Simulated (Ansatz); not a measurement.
The structure below was relaxed with Ansatz (a first-principles code) r2SCAN, scalar-relativistic without spin-orbit coupling.

```xyz
2
Lattice="0.0000 3.2656 3.2656 3.2656 0.0000 3.2656 3.2656 3.2656 0.0000" Properties=species:S:1:pos:R:3 pbc="T T T"
Te     1.6328     1.6328     1.6328
Si     0.0000     0.0000     0.0000
```

**Question.** Find the space group and the Wyckoff positions.

**Answer.** Space group F-43m (No. 216); a = 6.5313 Å, b = 6.5313 Å, c = 6.5313 Å, α = 90.00°, β = 90.00°, γ = 90.00°

| atom | site | symmetry | x | y | z |
|---|---|---|---|---|---|
| Te | 4d | -43m | 0.7500 | 0.7500 | 0.7500 |
| Si | 4a | -43m | 0.0000 | 0.0000 | 0.0000 |

**Question.** Describe the coordination.

**Answer.** The crystal has 8 atoms in its conventional cell. Conventional cell: a = 6.531 Å, b = 6.531 Å, c = 6.531 Å, α = 90.00°, β = 90.00°, γ = 90.00°. Te sees 4 Si at 2.828 Å (tetrahedral). Si has 4 Te at 2.828 Å (tetrahedral). (Neighbours: up to the widest gap in distance over summed covalent radii, below 1.35, at either atom.)

Stability against distortions was not tested. All final runs are without spin polarisation. The cell was made from BeTe by this change: Be → Si; the result is a hypothetical phase, not in the database extracts checked.
